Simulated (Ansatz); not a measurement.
# Effect of pressure 50 GPa on ZnS

Base system: ZnS in the wurtzite structure (space group P6_3mc, No. 186; a = 3.806 Å, c = 6.245 Å).

Now apply this change: a hydrostatic pressure of 50 GPa.

Calculations: plane-wave PAW DFT at the r2SCAN level (Ansatz, a program for electronic structure, 500 eV), no SOC. k-mesh 10×10×6 (Γ-centred); smearing 0.05 eV (Fermi–Dirac).

```tsv
quantity	base	changed	shift
volume per atom	19.59 Å³	14.20 Å³	-5.385 Å³
density	4.13 g/cm³	5.70 g/cm³	+1.57 g/cm³
lattice parameter a	7.192 bohr	6.378 bohr	-0.814 bohr
c/a ratio	1.641	1.706	+0.065
shortest interatomic distance	4.410 bohr	3.942 bohr	-0.4675 bohr
enthalpy H = E + PV relative to the base's energy	–	+5.07 eV/atom	–
band gap	2.78 eV	2.82 eV	+0.04 eV
gap character	direct at Γ	indirect, Γ → K	–
smallest direct gap	2.78 eV	4.06 eV	+1.28 eV
electron mass	0.18 mₑ along c, 0.21 mₑ across (at Γ)	0.29 mₑ along c, 0.45 mₑ across (at K)	–
valence-band top at Γ (three highest levels, from the VBM)	0.00, 0.00, -0.08 eV	0.00, 0.00, -0.47 eV	–
```

Final structure:

```xyz
4
Lattice="3.3751 0.0000 0.0000 -1.6876 2.9229 0.0000 0.0000 0.0000 5.7581" Properties=species:S:1:pos:R:3 pbc="T T T"
Zn     1.6876     0.9743     5.7221
Zn     0.0000     1.9486     2.8430
S      1.6876     0.9743     3.6360
S      0.0000     1.9486     0.7570
```

Cost of the whole job for the changed cell (relaxation, final SCF and bands): around 2.9 core-minutes (rough).

Load acts through the strain it causes; cell and atoms are relaxed under it. Effective masses come from finite differences of ±0.01 Å⁻¹. No phonon test of stability was made. Tetrahedral semiconductors of this kind turn to denser phases somewhere between about 1 and 50 GPa; those were not computed, so compressed cells here can lie past the real transition.
